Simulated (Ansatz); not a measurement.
Start from WSi2 (space group I4/mmm, No. 139; a = 3.212 Å, c = 7.807 Å; relaxed with 0.1 eV smearing). Axes: x, y, z lie along a, b, c of the conventional cell.

All numbers come from plane-wave PAW DFT at the r2SCAN level (Ansatz, a first-principles code, 500 eV), no SOC, earlier PAW set.

Perturbation: uniaxial strain ε_xx = +2.78 %, all other strain components held at zero, atoms relaxed at fixed cell.

Predict the stress tensor and what it implies for the stiffness.

Stress of the strained cell less that of the base (GPa, compression positive):
```
  -11.5     0.0     0.0
    0.0    -3.0     0.0
    0.0     0.0    -2.5
```

Then −Δσ_ii/ε with ε = 0.0278 gives secant stiffness values (nonlinear terms included at this strain): C11 ≈ 412 GPa, C12 ≈ 110 GPa and C13 ≈ 90 GPa.

As a check, the harmonic strain energy −½ V₀ Δσ:ε is 13 meV/atom; the computed energy rise is 14 meV/atom.

No phonon test of stability was made. The final runs are not spin-polarised.
